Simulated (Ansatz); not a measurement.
Candidates (primitive cells; geometry: cell and atoms relaxed with PBE):
A. monolayer TiS2, a = 3.413 Å, b = 3.413 Å, c = 18.784 Å, α = 90.00°, β = 90.00°, γ = 120.00°
B. monolayer SnSe$_{2}$, a = 3.8681 Å, b = 3.8681 Å, c = 19.0997 Å, α = 90.00°, β = 90.00°, γ = 120.00°
C. monolayer ZrS2, a = b = 3.6855 Å, c = 18.9473 Å, α = β = 90.00°, γ = 120.00°
D. monolayer PtS2, a = b = 3.5753 Å, c = 18.7926 Å, α = β = 90.00°, γ = 120.00°

### Question
Rank these by band gap (highest first), as HSE06, rigid bands (Ansatz, an electronic-structure program) gives it.

### Answer
D (2.58 eV), C (2.02 eV), B (1.41 eV), A (0.75 eV)

Spin-orbit coupling is left out.

Model free-standing layer, not matched to a measured one here: monolayer PtS2, monolayer SnSe2, monolayer ZrS2. The missing spin-orbit coupling matters most for monolayer PtS2.
